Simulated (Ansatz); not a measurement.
Base system: ZrSe$_{2}$ in the CdI2 type structure (space group P-3m1, No. 164; a = 3.6598 Å, c = 5.8412 Å; layered, stacked along the Cartesian z axis; relaxed with 0.1 eV smearing).

Calculations: PBEsol-D3(BJ) (Ansatz, a program for electronic structure, PAW, no spin-orbit coupling).

Strains are applied to the cell and any free atomic positions relax.

One change was made to it. Results:

The band gap stays zero; the largest internal atomic displacement comes out as 0.053 Å; the energy rises by 13 meV/atom; the pressure (mean of the normal stresses, compression positive) goes from zero to 3.4 GPa.

Question: Which change produced these results?
A) isotropic strain −2.00 %
B) isotropic strain +2.00 %
C) isotropic strain +1.50 %
D) isotropic strain −0.50 %

Answer: A, isotropic strain −2.00 %. For comparison, the energy relative to the base in the other runs: isotropic strain +1.50 % gives +6.3 meV/atom; isotropic strain +2.00 % gives +11 meV/atom; isotropic strain −0.50 % gives +0.8 meV/atom.

Whether these cells are dynamically stable was not tested. All final runs are without spin polarisation. The zero or small gap of ZrSe2 can change with the level of theory.
